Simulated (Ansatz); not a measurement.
## Response to strain in GaN

The parent structure is GaN in the zinc blende structure (space group F-43m, No. 216; a = 4.498 Å). Axes: x, y, z lie along the cube axes.

Strains are applied to the cell and any free atomic positions relax; under biaxial strain the out-of-plane vector relaxes too; under stress the whole cell relaxes.

Method: DFT with PBEsol, PAW potentials and a 420 eV plane-wave cutoff in Ansatz (an electronic-structure program), no spin-orbit coupling.

Notes on the quantities. energy relative to the base: free energy F.

```csv
change,electron mass,band gap,energy relative to the base,shortest interatomic distance
base,0.15 mₑ (at Γ),1.70 eV,0 meV/atom,1.948 Å
"biaxial strain +0.61 %, plane normal [001], relaxed out of plane",0.15 mₑ (at Γ),1.63 eV,+0.7 meV/atom,1.951 Å
"biaxial strain −2.04 %, plane normal [110], relaxed out of plane",–,1.77 eV,+12 meV/atom,1.923 Å
"biaxial strain −2.49 %, plane normal [111], relaxed out of plane","0.16 mₑ out of plane, 0.18 mₑ in plane (at Γ)",1.81 eV,+20 meV/atom,1.918 Å
isotropic strain −0.79 %,0.17 mₑ (at Γ),1.85 eV,+3.8 meV/atom,1.932 Å
isotropic strain −0.61 %,0.16 mₑ (at Γ),1.82 eV,+2.3 meV/atom,1.936 Å
isotropic strain +1.46 %,0.13 mₑ (at Γ),1.43 eV,+12 meV/atom,1.976 Å
uniaxial strain ε_zz = +0.65 %,0.15 mₑ (at Γ),1.65 eV,+0.4 meV/atom,1.952 Å
"uniaxial stress, 2 GPa tension along z",0.15 mₑ (at Γ),1.65 eV,+0.8 meV/atom,1.950 Å
"uniaxial stress, 5 GPa tension along x","0.16 mₑ along x, 0.15 mₑ across (at Γ)",1.58 eV,+4.8 meV/atom,1.954 Å
```

Effective masses come from finite differences of ±0.01 Å⁻¹. Beyond what the load breaks, stability against distortions was not tested. This is not the structure that GaN has at room temperature and ambient pressure.
